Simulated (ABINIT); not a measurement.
```
CELL_PARAMETERS angstrom
      4.09225     0.00000     0.00000
     -2.04613     3.54400     0.00000
      0.00000     0.00000     6.47917
ATOMIC_POSITIONS crystal
  Lu 0.00000 0.00000 0.79851
  Cu 0.66667 0.33333 0.18851
  Se 0.33333 0.66667 0.06490
  Se 0.66667 0.33333 0.56728
```

Computed with LDA (PW92), PAW (JTH v2.0 LDA PAW) (plane waves; ABINIT).

The set-up and first iterations of an ABINIT log for LuCuSe2 (P3m1, 4 atoms in the cell):

```
 Symmetries : space group P3 m 1 (#156); Bravais hP (primitive hexag.)

 -outvars: echo values of preprocessed input variables --------
            acell      7.7332384656E+00  7.7332384656E+00  1.2243851199E+01 Bohr
           diemac      6.00000000E+00
             ecut      3.00000000E+01 Hartree
              ixc       -1012
         kptrlatt        6    0    0      0    6    0      0    0    4
          kptrlen      4.63994308E+01
            natom           4
            nband          32
            ngfft          40      40      64
          ngfftdg          54      54      90
             nkpt          24
            nstep          80
             nsym           6
           ntypat           3
        pawecutdg      6.00000000E+01 Hartree
         pawxcdev           0
            rprim      1.0000000000E+00  3.0200000000E-08  0.0000000000E+00
                      -5.0000002620E-01  8.6602538870E-01  0.0000000000E+00
   [... lines left out ...]
           useylm           1
             xred      0.0000000000E+00  0.0000000000E+00  7.9851000000E-01
                       6.6666666667E-01  3.3333333333E-01  1.8851000000E-01
                       3.3333333333E-01  6.6666666667E-01  6.4900000000E-02
                       6.6666666667E-01  3.3333333333E-01  5.6728000000E-01
            znucl       71.00000   29.00000   34.00000

== DATASET  1 ==================================================================

 Real(R)+Recip(G) space primitive vectors, cartesian coordinates (Bohr,Bohr^-1):
 R(1)=  7.7332385  0.0000002  0.0000000  G(1)=  0.1293119  0.0746583  0.0000000
 R(2)= -3.8666194  6.6971808  0.0000000  G(2)= -0.0000000  0.1493166  0.0000000
 R(3)=  0.0000000  0.0000000 12.2438512  G(3)=  0.0000000  0.0000000  0.0816736
 Unit cell volume ucvol=  6.3412004E+02 bohr^3
 Angles (23,13,12)=  9.00000000E+01  9.00000000E+01  1.20000000E+02 degrees

 Coarse grid specifications (used for wave-functions):

 getcut: wavevector=  0.0000  0.0000  0.0000  ngfft=  40  40  64
         ecut(hartree)=     30.000   => boxcut(ratio)=   2.09784

 Fine grid specifications (used for densities):

 getcut: wavevector=  0.0000  0.0000  0.0000  ngfft=  54  54  90
         ecut(hartree)=     60.000   => boxcut(ratio)=   2.00305

   9.61919347E+03                                ecore*ucvol(ha*bohr**3)

_setup2: Arith. and geom. avg. npw (full set) are    4976.132    4976.114
--- !BeginCycle
solver: {iscf: 17, nstep: 80, nline: 4, wfoptalg: 10, }
tolerances: {tolvrs: 1.00E-12, }
...

     iter   Etot(hartree)      deltaE(h)  residm     nres2
 ETOT  1  -478.46405635666    -4.785E+02 2.096E+01 1.943E+02
 ETOT  2  -497.84745401760    -1.938E+01 4.010E+00 1.978E+03
 ETOT  3  -495.66581160990     2.182E+00 9.547E-01 9.117E+01
 ETOT  4  -495.79320589457    -1.274E-01 7.781E-01 6.015E+01
 ETOT  5  -495.86494472542    -7.174E-02 2.221E-01 2.297E+01
```

**Question.** Will this run converge, and how will it end?

**Answer.** The run converged in 39 iterations. Its thresholds were met; that alone does not show that basis and mesh suffice. It ends on: free energy E − TS -13489.80 eV; top of the valence band (on the code's own zero) 2.69 eV; gap on the k-point mesh 0.85 eV; pressure -7.57 GPa; largest force (vector length) 0.112 eV/Å. The log goes on:

```
   [... 30 lines left out ...]
 ETOT 36  -495.74087150025    -1.705E-12 7.049E-07 1.926E-11
 ETOT 37  -495.74087150025    -6.821E-13 1.491E-06 6.994E-12
 ETOT 38  -495.74087150025     6.821E-13 4.620E-07 3.645E-12
 ETOT 39  -495.74087150025    -2.387E-12 9.755E-07 4.857E-13
 At SCF step   39       nres2   =  4.86E-13 < tolvrs=  1.00E-12 =>converged.

 Cartesian components of stress tensor (hartree/bohr^3)
  sigma(1 1)=  2.59479779E-04  sigma(3 2)=  0.00000000E+00
  sigma(2 2)=  2.59479778E-04  sigma(3 1)=  0.00000000E+00
  sigma(3 3)=  2.52768229E-04  sigma(2 1)=  1.28533465E-12

 ----iterations are completed or convergence reached----

 reduced coordinates (array xred) for    4 atoms
       0.000000000000      0.000000000000      0.798510000000
       0.666666666667      0.333333333333      0.188510000000
       0.333333333333      0.666666666667      0.064900000000
       0.666666666667      0.333333333333      0.567280000000
 cartesian forces (eV/Angstrom) at end:
    1      0.00000000000000    -0.00000000000000    -0.03255866049904
    2     -0.00000000000000     0.00000000000000    -0.09361332586975
    3      0.00000000000000    -0.00000000000000     0.01371665577284
   [... lines left out ...]
 Fermi (or HOMO) energy (hartree) =   0.09900   Average Vxc (hartree)=  -0.36901
   [... lines left out ...]
Ewald energy        : -2.37650939834390E+02
psp_core            :  1.51693572697566E+01
local_psp           : -3.72230969828689E+02
total_energy        : -4.95740871430741E+02
total_energy_eV     : -1.34897951475928E+04
...

-Cartesian components of stress tensor (GPa)         [Pressure= -7.5683E+00 GPa]
- sigma(1 1)=  7.63415738E+00  sigma(3 2)=  0.00000000E+00
- sigma(2 2)=  7.63415736E+00  sigma(3 1)=  0.00000000E+00
- sigma(3 3)=  7.43669679E+00  sigma(2 1)=  3.78158447E-08

 Calculation completed.
```

For comparison: a first run (DFT, PBEsol, plane waves, PAW (JTH v2.0 PBE PAW, files made for PBE)) was changed to give this one (pseudos: [Lu.GGA_PBE-JTH.xml, Cu.GGA_PBE-JTH.xml, Se.GGA_PBE-JTH.xml] → [Lu.LDA_PW-JTH.xml, Cu.LDA_PW-JTH.xml, Se.LDA_PW-JTH.xml]; ixc: -116133 → default; potentials: JTH v2.0 PBE PAW → JTH v2.0 LDA PAW), and from it to this one the pressure goes from -5.17 to -7.57 GPa, the largest force goes from 0.099 to 0.112 eV/Å and the gap on the mesh goes from 0.912 to 0.852 eV.

The starting cell comes from a database of computed structures (which also holds hypothetical and non-ambient phases and stackings), without a prior relaxation at this level. Its lattice was rescaled by a random factor within 2.5 % of one. Spin-orbit coupling is off. With a pressure of about -8 GPa the cell is away from its equilibrium volume at this level.

The run was DFT, LDA (PW92), plane waves, PAW (JTH v2.0 LDA PAW). Main settings of its input:

* **pseudos**: [Lu.LDA_PW-JTH.xml, Cu.LDA_PW-JTH.xml, Se.LDA_PW-JTH.xml]
* **ecut**: 30 Ha
* **pawecutdg**: 60 Ha
* **pawxcdev**: 0
* **occopt**: 1
* **ngkpt**: 6 6 4
* **nshiftk**: 1
* **shiftk**: 0 0 0
* **potentials**: JTH v2.0 LDA PAW
* **nband**: 32
* **kptopt**: 1
* **nstep**: 80
